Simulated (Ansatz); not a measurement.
This Ansatz (a first-principles code) input is the reference run, Ti3Al (space group P6_3/mmc, No. 194), computed with PBE (Ansatz, PAW, scalar-relativistic without spin-orbit coupling):

Ansatz 0.2 input:
```yaml
crystal:
  lattice:
    - [5.7556436657, 0, 0]
    - [-2.8778218329, 4.9845336297, 0]
    - [0, 0, 4.6549759528]
  atoms:
    - { symbol: Ti, position: [0.8302459508, 0.6604919016, 0.25] }
    - { symbol: Ti, position: [0.1697540492, 0.8302459508, 0.75] }
    - { symbol: Ti, position: [0.3395080984, 0.1697540492, 0.25] }
    - { symbol: Ti, position: [0.1697540492, 0.3395080984, 0.75] }
    - { symbol: Ti, position: [0.8302459508, 0.1697540492, 0.25] }
    - { symbol: Ti, position: [0.6604919016, 0.8302459508, 0.75] }
    - { symbol: Al, position: [0.3333333333, 0.6666666667, 0.25] }
    - { symbol: Al, position: [0.6666666667, 0.3333333333, 0.75] }
basis: { ecutwfc: 420, ecutrho_ratio: 4, xc_grid: 2, fft_grid_basis: typed }
kpoints: { mp_grid: { grid: [10, 10, 10] } }
hamiltonian:
  xc: pbe
  dispersion: none
  pseudopotentials: { kind: paw }
scf: { occupations: { method: fermi_dirac, width: 0.05 }, convergence: { dr2_threshold: 0.0000000008 } }
output: { forces: true, stress: true }
```

### Question
Write the input for this change: cell and atoms relaxed at a pressure of 3 GPa.

### Answer
Ansatz 0.2 input:
```yaml
crystal:
  lattice:
    - [5.7556436657, 0, 0]
    - [-2.8778218329, 4.9845336296, 0]
    - [0, 0, 4.6549759528]
  atoms:
    - { symbol: Ti, position: [0.8302459508, 0.6604919016, 0.25] }
    - { symbol: Ti, position: [0.1697540492, 0.8302459508, 0.75] }
    - { symbol: Ti, position: [0.3395080984, 0.1697540492, 0.25] }
    - { symbol: Ti, position: [0.1697540492, 0.3395080984, 0.75] }
    - { symbol: Ti, position: [0.8302459508, 0.1697540492, 0.25] }
    - { symbol: Ti, position: [0.6604919016, 0.8302459508, 0.75] }
    - { symbol: Al, position: [0.3333333333, 0.6666666667, 0.25] }
    - { symbol: Al, position: [0.6666666667, 0.3333333333, 0.75] }
basis: { ecutwfc: 420, ecutrho_ratio: 4, xc_grid: 2, fft_grid_basis: typed }
kpoints: { mp_grid: { grid: [10, 10, 10] } }
hamiltonian:
  xc: pbe
  dispersion: none
  pseudopotentials: { kind: paw }
scf: { occupations: { method: fermi_dirac, width: 0.05 } }
relax: { f_tol: 0.01, max_steps: 60, cell: { stress_tol: 0.02, p_target: 3.0 } }
output: { forces: true, stress: true }
checkpoint: { write: state.ck, write_every: 1000 }
```
This is the input that was run.

Load acts through the strain it causes; cell and atoms are relaxed under it. Whether these cells are dynamically stable was not tested. All final runs are without spin polarisation.
